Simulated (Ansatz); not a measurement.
Take MoS2 in the 2H-MoS2 type structure (space group P6_3/mmc, No. 194; a = 3.149 Å, c = 12.091 Å; layered, stacked along the Cartesian z axis) as the base.

(Cell as relaxed with PBE-D3(BJ).)

Levels (all Ansatz, a program for electronic structure, PAW, earlier PAW set): PBE-D3(BJ) (420 eV, spin-orbit coupling left out); PBEsol-D3(BJ) (420 eV, scalar-relativistic without spin-orbit coupling).

Each level relaxes its own structure.

```tsv
base	PBE-D3(BJ)	PBEsol-D3(BJ)
volume per atom	17.31 Å³	16.34 Å³
lattice parameter a	3.149 Å	3.109 Å
band gap	0.78 eV	0.52 eV
```

The change: hydrostatic tension (pressure −1 GPa).

```csv
quantity,PBE-D3(BJ),PBEsol-D3(BJ)
lattice parameter a,3.159 Å,3.118 Å
band gap,0.87 eV,0.60 eV
```

PBE-D3(BJ)'s lattice parameter a lies 0.041 Å above PBEsol-D3(BJ)'s (1.3 %); PBE-D3(BJ)'s band gap lies 0.277 eV above PBEsol-D3(BJ)'s. Neither level is exact; PBEsol-D3(BJ) is the comparison here, not a measurement.

Load acts through the strain it causes; cell and atoms are relaxed under it. Stability against distortions was not tested.
